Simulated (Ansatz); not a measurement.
## How the zone-centre TO phonon frequency of CsCl-type AuZn (cubic form, which distorts at low temperature) moves with the method

No measured value is used here.

| level (code) | value (cm⁻¹) | cell (Å³/atom) |
|---|---|---|
| LDA (Ansatz) | 148 | 14.83 |
| PBE (Ansatz) | … | 16.18 |
| PBEsol (Ansatz) | 144 | 15.31 |
| PBE-D3(BJ) (Ansatz) | 147 | 15.47 |
| r²SCAN (Ansatz) | 136 | 15.61 |

Task: Fill in the missing entries.

Result: 
- PBE (Ansatz, a first-principles code), value (cm⁻¹): 128

Density-functional levels without +SOC have no spin–orbit coupling. LDA, PBE, PBEsol, PBE-D3(BJ), r²SCAN: symmetry holds this phase in the static calculation, where it need not be a minimum. PBE-D3(BJ): the dispersion coefficients are held fixed in the derivatives. Each level is taken at its own relaxed cell. Cutoffs and k meshes differ between the levels. Ansatz's density-functional and Hartree–Fock values are scalar-relativistic unless marked +SOC, with PAW data made under PBE.
